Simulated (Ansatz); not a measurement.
What biaxial strain −2.40 %, plane normal [001], relaxed out of plane does to TiO2

Take TiO2 in the anatase structure (space group I4_1/amd, No. 141; a = 3.739 Å, c = 9.455 Å) as the base. Axes: x, y, z lie along a, b, c of the conventional cell.

One thing is altered: biaxial strain −2.40 %, plane normal [001], relaxed out of plane (Cartesian); in-plane vectors clamped, the third vector and the atoms free.

Method: DFT with LDA, PAW potentials and a 420 eV plane-wave cutoff in Ansatz (a program for electronic structure), no spin-orbit coupling. Settings: 12×12×12 k-points, 0.05 eV Fermi–Dirac smearing.

| quantity | base | changed | shift |
|---|---|---|---|
| volume per atom | 11.02 Å³ | 10.93 Å³ | -0.09 Å³ |
| space group | I4_1/amd (No. 141) | I4_1/amd (No. 141) | – |
| shortest interatomic distance | 1.911 Å | 1.883 Å | -0.028 Å |
| energy relative to the base (free energy F) | 0 meV/atom | +12 meV/atom | +12 meV/atom |
| band gap | 2.08 eV | 2.38 eV | +0.30 eV |
| gap character | indirect, Γ–X (87 % along) → Γ | indirect, k = (0.417, 0.417, 0) in the run's primitive reciprocal basis → Γ | – |
| smallest direct gap | 2.44 eV | 2.65 eV | +0.21 eV |
| width of the top valence band | 0.86 eV | 0.77 eV | -0.09 eV |
| out-of-plane strain | – | +4.11 % | – |
| ratio −ε⊥/ε∥ | – | 1.71 | – |

No phonon test of stability was made. All final runs are without spin polarisation.
